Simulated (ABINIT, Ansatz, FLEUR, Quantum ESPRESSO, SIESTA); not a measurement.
**Code comparison for LaC2 (I4/mmm, 3 atoms in the cell)**

Self-consistent single point.

```xyz
3
Lattice="-1.9772 1.9772 3.2882 1.9772 -1.9772 3.2882 1.9772 1.9772 -3.2882" Properties=species:S:1:pos:R:3 pbc="T T T"
La     0.0000     0.0000     0.0000
C      0.0000     0.0000     2.6428
C      0.0000     0.0000     3.9337
```

All programs got the same cell, k-point mesh and kind of occupations (in Ansatz's words: kpoints.mp_grid.grid = 14 14 14; scf.occupations.method = fermi_dirac; scf.occupations.width = 0.0073 Ry); potentials, basis and cutoffs are each program's usual ones.

| code | model | pressure (GPa) | largest force (eV/Å) | k-points | cutoff |
|---|---|---|---|---|---|
| Quantum ESPRESSO | PBEsol, GBRV 1.5 ultrasoft (PBESOL) pseudopotentials | -2.92 | 0.468 | 244 | 40 Ry |
| Ansatz | PBEsol, default PAW files made with PBE | -3.30 | 0.268 | 244 | default |
| SIESTA | GGA PBEsol, numerical atomic orbitals DZP, PseudoDojo PBEsol standard norm-conserving potentials (rewritten from UPF to PSML) | 0.94 | 2.026 | 1484 | grid 350 Ry |
| FLEUR | PBEsol, all-electron FLAPW (FLEUR), scalar-relativistic valence | – | 0.440 | 244 | Kmax 4.8 1/bohr |
| ABINIT | PBEsol, PAW (JTH v2.0 PBE PAW, files made for PBE) | -2.75 | 0.346 | 244 | 26 Ha |

A dash marks a value that a program does not give, or that is left out as unsure.

The spread over the programs that give each value: pressure within 4.24 GPa; largest force within 1.758 eV/Å.

The starting cell comes from a database of computed structures (which also holds hypothetical and non-ambient phases and stackings), without a prior relaxation at this level. Its lattice was rescaled by a random factor within 2.5 % of one. On Ansatz's run: In the base run, with a pressure of about -3 GPa the cell is away from its equilibrium volume at this level.

Q: Why do the programs differ, and what cannot be compared?

A: Differences of this kind can come from the potentials, where these differ, and from what each basis and cutoff leave unconverged. The zero of total energies and Fermi levels follows the potentials and each program's conventions, so they are not compared here. SIESTA uses small atom-centred bases, whose incompleteness enters pressures, forces and empty levels differently from a plane-wave cutoff. FLEUR treats all electrons, but the usual bases taken here (sphere radii, linearisation, local orbitals, empty states) were not tested for convergence, so the values are no reference for the others. Ansatz's pressure is given at a fixed set of plane waves, as the other plane-wave codes print theirs; with its correction for the finite basis it is -3.11 GPa. Ansatz's smearing width was typed in Ry to four decimals, so it matches the others to a few per cent. The programs reduce the same mesh by symmetry to different extents, which changes the work and not the result. In the pressure, SIESTA (by 3.86) lies more than 1 GPa from the median of the plane-wave programs. In the force vectors, Quantum ESPRESSO (by 0.122), SIESTA (by 1.680) and FLEUR (by 0.094) lie more than 0.08 eV/Å from the median of the plane-wave programs.

Ansatz is a first-principles code.

Keys are those of Ansatz 0.2.
